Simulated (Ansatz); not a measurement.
The starting structures come from a database of crystals and need not be the phases stable at ambient conditions.

 Where the default PAW files enter, the runs use the earlier of Ansatz's two default sets.

Here is the system:

```
CELL_PARAMETERS angstrom
      4.04834     0.00000     0.00000
      0.00000     6.54414     0.00000
      0.00000     3.27207     5.29481
ATOMIC_POSITIONS crystal
  K  0.00000 0.00000 0.00000
  Sc 0.50000 0.30658 0.38684
  Sc 0.50000 0.69342 0.61316
  F  0.00000 0.29680 0.40640
  F  0.00000 0.70320 0.59360
  F  0.50000 0.95471 0.71206
  F  0.50000 0.04529 0.28794
  F  0.50000 0.66677 0.28794
  F  0.50000 0.33323 0.71206
  F  0.50000 0.50000 0.00000
```

Space group of this cell: Cmmm. The cell is taken as given; by PBEsol its mean pressure is -1.1 GPa.

Transport runs along the normal of the first two printed cell vectors.

No gap correction and no spin-orbit coupling; mid-gap values are interpolated between computed energies.

Problem. Give the band gap and the smallest decay constant κ at mid-gap that Ansatz (a program for electronic structure) with PBEsol yields.

Solution. Gap 5.84 eV on a 8×6×6 mesh; κ = 0.536 1/Å, at the zone centre.
